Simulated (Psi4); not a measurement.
Psi4 1.11, PBE0/def2-svpd, scf_type pk: Mo(NH)(S)(NH2)(SH) ([NH]=[Mo]([NH2])(=[S])[SH]), 9 atoms. The geometry is a generated start, not checked to be a minimum at this level.

```json
{
 "task": "energy",
 "method": "pbe0",
 "basis": "def2-svpd",
 "memory": "7 GB",
 "e_convergence": "1e-08",
 "d_convergence": "1e-07",
 "guess": "auto, which took SAD (default)",
 "diis_max_vecs": "10 (default)",
 "scf_initial_accelerator": "adiis (default)",
 "dft_radial_points": "75 (default)",
 "dft_spherical_points": "302 (default)",
 "effective_core_potentials": "those of the basis set, past Kr",
 "basis_functions": "160",
 "grid_points": "194816"
}
```

```xyz
9

Mo     0.2729    -0.3510     0.2159
N      0.9399    -1.5216    -0.8712
H      1.4568    -2.2010    -1.4160
S      1.3660    -0.1026     2.0501
N      0.0305     1.3843    -0.5206
H      0.1601     2.2391     0.0241
H     -0.1119     1.6542    -1.4930
S     -1.8920    -1.1367     0.7185
H     -2.2223     0.0353     1.2922
```
Charge 0, spin multiplicity 1.

The reference run uses exact four-centre integrals (scf_type = pk). Each setting ran once; only counts and results are compared.

Settings tried, all else as in the reference:
- scf_type = dfdirj+cosx
- scf_type = dfdirj+cosx, cosx_radial_points_final = 25, cosx_spherical_points_final = 50
- scf_type = cd, cholesky_tolerance = 0.001
- scf_type = dfdirj+cosx, cosx_radial_points_final = 75, cosx_spherical_points_final = 302
- scf_type = dfdirj+link
- scf_type = cd, cholesky_tolerance = 0.0001 (default)
- scf_type = mem_df
- scf_type = dfdirj+snlink
- scf_type = dfdirj+cosx, cosx_radial_points_final = 50, cosx_spherical_points_final = 194
- scf_type = cd, cholesky_tolerance = 1e-05
- scf_type = cd, cholesky_tolerance = 0.01
- scf_type = cd, cholesky_tolerance = 1e-06

Task: Which of these stay within 1.0 meV/atom in energy of the reference run?

Result: Within it: scf_type = cd, cholesky_tolerance = 1e-06; scf_type = cd, cholesky_tolerance = 0.0001 (default); scf_type = mem_df; scf_type = cd, cholesky_tolerance = 1e-05; scf_type = dfdirj+cosx, cosx_radial_points_final = 75, cosx_spherical_points_final = 302; scf_type = dfdirj+snlink; scf_type = dfdirj+link; scf_type = dfdirj+cosx, cosx_radial_points_final = 50, cosx_spherical_points_final = 194; scf_type = dfdirj+cosx. Outside: scf_type = cd, cholesky_tolerance = 0.001; scf_type = dfdirj+cosx, cosx_radial_points_final = 25, cosx_spherical_points_final = 50; scf_type = cd, cholesky_tolerance = 0.01.

| setting | energy against the reference |
|---|---|
| scf_type = cd, cholesky_tolerance = 1e-06 | −0.0043 meV/atom |
| scf_type = cd, cholesky_tolerance = 0.0001 (default) | +0.052 meV/atom |
| scf_type = mem_df | −0.13 meV/atom |
| scf_type = cd, cholesky_tolerance = 1e-05 | −0.16 meV/atom |
| scf_type = dfdirj+cosx, cosx_radial_points_final = 75, cosx_spherical_points_final = 302 | −0.23 meV/atom |
| scf_type = dfdirj+snlink | −0.28 meV/atom |
| scf_type = dfdirj+link | −0.29 meV/atom |
| scf_type = dfdirj+cosx, cosx_radial_points_final = 50, cosx_spherical_points_final = 194 | −0.31 meV/atom |
| scf_type = dfdirj+cosx | −0.67 meV/atom |
| scf_type = cd, cholesky_tolerance = 0.001 | +2.2 meV/atom |
| scf_type = dfdirj+cosx, cosx_radial_points_final = 25, cosx_spherical_points_final = 50 | +14 meV/atom |
| scf_type = cd, cholesky_tolerance = 0.01 | +29 meV/atom |

Total energies are compared; such shifts often cancel in part in energy differences. The DFDIRJ builders fit J, which adds its shift to that of exchange. Psi4 runs the final COSX grid once, on the density of the start grid. No test of the SCF solution's stability was run. Also tried and not ranked: scf_type = direct (same energy as a listed run). The tolerance is a choice made for this comparison.
